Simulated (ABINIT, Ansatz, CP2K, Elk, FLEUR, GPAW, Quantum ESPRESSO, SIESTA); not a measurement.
**Code comparison for Bi₂TeSe₂ (R3m, 5 atoms in the cell)**

Self-consistent single point.

```
CELL_PARAMETERS angstrom
      2.12181     1.22503    10.24649
     -2.12181     1.22503    10.24649
      0.00000    -2.45005    10.24649
ATOMIC_POSITIONS crystal
  Bi 0.60651 0.60651 0.60651
  Bi 0.39679 0.39679 0.39679
  Te 0.21496 0.21496 0.21496
  Se 0.00243 0.00243 0.00243
  Se 0.77932 0.77932 0.77932
```

All programs got the same cell, k-point mesh and kind of occupations (in Ansatz's words: kpoints.mp_grid.grid = 4 4 4; scf.occupations.method = fermi_dirac; scf.occupations.width = 0.05 eV); potentials, basis and cutoffs are each program's usual ones.

```tsv
code	model	pressure (GPa)	largest force (eV/Å)	gap on the mesh (eV)	k-points	cutoff
FLEUR	PBEsol, all-electron FLAPW (FLEUR), scalar-relativistic valence	–	0.067	0.536	13	Kmax 4 1/bohr
Quantum ESPRESSO	PBEsol, SSSP 1.1.2 efficiency (PBE) pseudopotentials	-1.80	0.111	0.520	13	40 Ry
CP2K	PBEsol, GPW, DZVP-MOLOPT-SR-GTH basis, GTH-PBE potentials (GTH_POTENTIALS)	0.23	0.301	0.518	36	grid 400 Ry
Ansatz	PBEsol, PAW files made with PBE	-1.56	0.092	0.523	13	default
ABINIT	PBEsol, norm-conserving pseudopotentials (PseudoDojo nc-sr-04 PBEsol standard)	-1.60	0.098	0.515	13	43 Ha
Elk	PBEsol, all-electron FP-LAPW, Elk's shipped species files, default APW+lo basis	–	–	0.520	20	default
GPAW	PBEsol, GPAW PAW datasets PBEsol (made by gpaw-setup)	-1.66	0.085	0.505	13	600 eV
SIESTA	GGA PBEsol, numerical atomic orbitals DZP, PseudoDojo PBEsol standard norm-conserving potentials (rewritten from UPF to PSML)	-0.01	0.409	0.545	44	grid 300 Ry
```

Size of the force on each atom (eV/Å): Sizes of forces hide their directions.

| code | Bi1 | Bi2 | Te3 | Se4 | Se5 |
|---|---|---|---|---|---|
| FLEUR | 0.023 | 0.067 | 0.048 | 0.065 | 0.062 |
| Quantum ESPRESSO | 0.111 | 0.056 | 0.024 | 0.067 | 0.012 |
| CP2K | 0.279 | 0.202 | 0.301 | 0.071 | 0.295 |
| Ansatz | 0.092 | 0.040 | 0.048 | 0.072 | 0.029 |
| ABINIT | 0.098 | 0.043 | 0.051 | 0.073 | 0.033 |
| GPAW | 0.085 | 0.044 | 0.066 | 0.075 | 0.034 |
| SIESTA | 0.301 | 0.346 | 0.321 | 0.042 | 0.409 |

A dash marks a value that a program does not give, or that is left out as unsure.

Gaps are read on the mesh.

The spread over the programs that give each value: pressure within 2.03 GPa; largest force within 0.342 eV/Å; gap on the mesh within 0.040 eV.

The starting cell comes from a database of computed structures (which also holds hypothetical and non-ambient phases and stackings), without a prior relaxation at this level. On Ansatz's run: Spin-orbit coupling is off.

Question: Why do the programs differ, and what cannot be compared?

Answer: Differences of this kind can come from the potentials, where these differ, and from what each basis and cutoff leave unconverged. The valence holds different numbers of electrons (FLEUR 78, Quantum ESPRESSO 48, CP2K 28, Ansatz (an electronic-structure program) 78, ABINIT 78, GPAW 48, SIESTA 78). The zero of total energies and Fermi levels follows the potentials and each program's conventions, so they are not compared here. CP2K and SIESTA use small atom-centred bases, whose incompleteness enters pressures, forces and empty levels differently from a plane-wave cutoff. FLEUR and Elk treat all electrons, but the usual bases taken here (sphere radii, linearisation, local orbitals, empty states) were not tested for convergence, so the values are no reference for the others. Ansatz's pressure is given at a fixed set of plane waves, as the other plane-wave codes print theirs. The programs reduce the same mesh by symmetry to different extents, which changes the work and not the result. In the pressure, CP2K (by 1.86) and SIESTA (by 1.62) lie more than 1 GPa from the median of the plane-wave programs. In the force vectors, FLEUR (by 0.093), CP2K (by 0.351) and SIESTA (by 0.440) lie more than 0.08 eV/Å from the median of the plane-wave programs.

Keys are those of Ansatz 0.2.
